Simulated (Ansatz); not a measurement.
## Hypothetical rock salt BN, carrier doping

The reference is BN in the rock salt structure (space group Fm-3m, No. 225; a = 3.483 Å; a hypothetical phase, not in the database extracts checked).

Carriers are added at fixed cell with a uniform background; the Fermi–Dirac width is that of 300 K.

The values are results of Ansatz (a first-principles code) PBEsol, no spin-orbit coupling, not measurements.

Notes on the quantities. Fermi level from band edge: Fermi level relative to the doped band's edge (positive inside the band; to 0.05 eV).

```tsv
change	Fermi level from band edge	gap between the host's bands
undoped	–	1.29 eV
electrons 7.0×10^20 cm⁻³	+0.25 eV	1.29 eV
electrons 1.0×10^21 cm⁻³	+0.30 eV	1.29 eV
electrons 7.0×10^21 cm⁻³	+0.95 eV	1.31 eV
electrons 2.0×10^22 cm⁻³	+1.80 eV	1.35 eV
holes 7.0×10^20 cm⁻³	+0.10 eV	1.30 eV
holes 1.0×10^21 cm⁻³	+0.10 eV	1.30 eV
holes 7.0×10^21 cm⁻³	+0.40 eV	1.39 eV
holes 2.0×10^22 cm⁻³	+0.65 eV	1.58 eV
```

Carriers are added with a uniform compensating background; total energy and stress of such cells depend on the potential's zero and are not compared; many-body gap narrowing is missing at this level. No phonon test of stability was made.
